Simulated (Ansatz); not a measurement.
For TiSi (model structure, started from the NbAs type, I4₁md, No. 109, 4 atoms in the cell), PBE (PAW; Ansatz, a program for electronic structure) gives:

```
Item                                     Value
------------------------------  --------------
equilibrium lattice constant a         2.744 Å
c axis length                         16.603 Å
formation enthalpy              -0.305 eV/atom
```

Q: What does PBE-D3(BJ) in Ansatz (PAW) give for the same quantities?

A: 
- lattice constant a: 2.682 Å (drops by 2.3 %)
- lattice parameter c: 16.523 Å (drops by 0.5 %)
- formation enthalpy: -0.381 eV/atom (moves by -0.076 eV/atom)

Changes are worked out from the printed values.

Unless a cell is named, each level is at its own relaxed cell (PBE 15.62, PBE-D3(BJ) 14.86 Å³/atom).

Ansatz's density-functional and Hartree–Fock values are scalar-relativistic unless marked +SOC, with PAW data made under PBE.

A model structure was made by putting elements into a prototype or built by hand; it is no filed structure, need not be a known phase, and can be a saddle point held by its symmetry.
